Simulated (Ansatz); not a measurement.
Ansatz (a quantum-chemistry and plane-wave program) is run on HfO2 (Fm-3m, 3 atoms in the cell), and the run fails. The aim is a self-consistent single point with DFT, PBE, plane waves, PAW files.

Cell that was meant: a = 3.5867 Å, b = 3.5867 Å, c = 3.5867 Å, α = 60.00°, β = 60.00°, γ = 60.00°.

Part of the input:

Ansatz 0.2 input:
```yaml
scf:
  occupations:
    method: fixed
  max_iter: 4
output:
  forces: true
  eigenvalues: true
```

Output (repeated stretches shortened):

```
SCF iter   1: F=—  HF=-16862.745194 eV  |F-HF|=—  |Δ(HF+E_count)|=         —  Δρ=8.57e-2  dr2=1.76e0  ethr=3.10e-3  ⟨swp⟩=4.1  Hψ=1207  notcnv=0  defer=32
all-band conjugate gradients solve this SCF's bands
preconditioner: auto → none
SCF iter   2: F=—  HF=-16862.282245 eV  |F-HF|=—  |Δ(HF+E_count)|=   4.63e-1  Δρ=3.22e-2  dr2=2.56e-1  ethr=3.10e-3  ⟨swp⟩=7.1  Hψ=3426  notcnv=0
SCF iter   3: F=—  HF=-16862.265334 eV  |F-HF|=—  |Δ(HF+E_count)|=   1.69e-2  Δρ=2.51e-2  dr2=1.13e-1  ethr=6.73e-4  ⟨swp⟩=6.0  Hψ=2918  notcnv=0
SCF iter   4: F=—  HF=-16862.247127 eV  |F-HF|=—  |Δ(HF+E_count)|=   1.82e-2  Δρ=5.78e-3  dr2=6.78e-3  ethr=2.97e-4  ⟨swp⟩=4.9  Hψ=2655  notcnv=0
Error: did not converge after 4 iterations: dr2 = 6.78e-3 (threshold 1.00e-7), under the density mixer `msr1`, which `scf.mixing.algorithm: auto` chose by the deck's other keys (type `scf.mixing.algorithm: msr1` to keep it); at k-index 12, counted from 0 in this SCF's own list of k-points, the highest band that the last eigensolve's fill by count filled, 14.738897 eV, and the lowest that it left empty, 18.547172 eV, lay 3.808e0 eV apart, the closest at any k-point: where those lie closer than the levels still move from one iteration to the next, and no symmetry of the run holds them equal, such a fill need not settle, and opposed starting moments at zero total moment, or else a [...]
```

**Question.** What caused this, and what should be changed?

**Answer.** The fault is an iteration limit that is too low. The loop is cut before its threshold is met, so whatever is printed at the end is not self-consistent. To fix it, raise the limit, or leave it to the default. The run ended unconverged after 4 iterations.

An input that runs soundly differs in these lines (not the only fix; some lines may just follow from the change or write a value another way):
```diff
-  max_iter: 4
```

With that input, the run converged in 8 iterations: free energy E − TS (on the zero of these files) -16862.2507 eV; top of the valence band (on the code's own zero) 14.80 eV; gap on the k-point mesh 3.78 eV; pressure 3.85 GPa (DFT, PBE, plane waves, PAW files).

On the sound input: the starting cell comes from a database of computed structures (which also holds hypothetical and non-ambient phases and stackings), without a prior relaxation at this level. Its lattice was rescaled by a random factor within 2.5 % of one. Spin-orbit coupling is off. With a pressure of about 4 GPa the cell is away from its equilibrium volume at this level. Ansatz's pressure includes its estimate of the finite-basis (Pulay) stress. Without the estimate this run gives 3.28 GPa.
